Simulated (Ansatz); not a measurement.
The starting structures come from a database of crystals and need not be the phases stable at ambient conditions.

Inside the gap of an insulator the Bloch states are evanescent, with a wavenumber k + iκ along the transport direction.

Data:

```xyz
10
Lattice="6.4552 0.0000 0.0000 3.2276 5.6150 0.0000 0.0000 3.6346 6.0449" Properties=species:S:1:pos:R:3 pbc="T T T"
Ga     6.8834     3.6607     2.2992
Ga     6.0271     5.4779     5.3216
Ga     3.8530     1.8431     2.2423
Ga     2.6022     3.6604     5.2648
S      5.8835     5.6246     3.0053
S      7.0270     7.4419     6.0277
S      2.6658     3.7226     2.9508
S      3.7895     5.5399     5.9732
S      0.5785     0.0592     0.0870
S      5.8768     1.8765     3.1095
```

Space group of this cell: Cc. The cell is taken as given.

Transport runs along the normal of the first two printed cell vectors.

The gap is the functional's own, uncorrected, and κ follows it; spin-orbit coupling is left out. Mid-gap values are interpolated between the computed energies.

Task: Estimate the band gap and the smallest decay constant κ at mid-gap that r2SCAN run with Ansatz (a quantum-chemistry and plane-wave program) returns for this system.

Result: Gap 2.33 eV on a 6×6×6 mesh; κ = 0.180 1/Å, at the zone centre.
